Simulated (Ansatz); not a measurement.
Au, response to strain

Consider Au in the fcc (Cu type) structure (space group Fm-3m, No. 225; relaxed with 0.1 eV smearing).

```
CELL_PARAMETERS angstrom
      0.00000     2.02383     2.02383
      2.02383     0.00000     2.02383
      2.02383     2.02383     0.00000
ATOMIC_POSITIONS crystal
  Au 0.00000 0.00000 0.00000
```

Cartesian axes are those of the cell as printed.

Strains are applied to the cell and any free atomic positions relax.

Method: LDA (Ansatz, a first-principles code, PAW, without spin-orbit coupling).

Candidates:
(a) uniaxial strain ε_zz = −1.00 %
(b) uniaxial strain ε_zz = −2.00 %
(c) uniaxial strain ε_zz = +1.50 %
(d) uniaxial strain ε_zz = −0.50 %
(e) uniaxial strain ε_zz = −3.00 %

Notes on the quantities. energy relative to the base: free energy F.

Order them by energy relative to the base, highest first.

(e) uniaxial strain ε_zz = −3.00 % (+11 meV/atom), (b) uniaxial strain ε_zz = −2.00 % (+4.7 meV/atom), (c) uniaxial strain ε_zz = +1.50 % (+2.4 meV/atom), (a) uniaxial strain ε_zz = −1.00 % (+1.1 meV/atom), (d) uniaxial strain ε_zz = −0.50 % (+0.3 meV/atom)

No phonon test of stability was made.
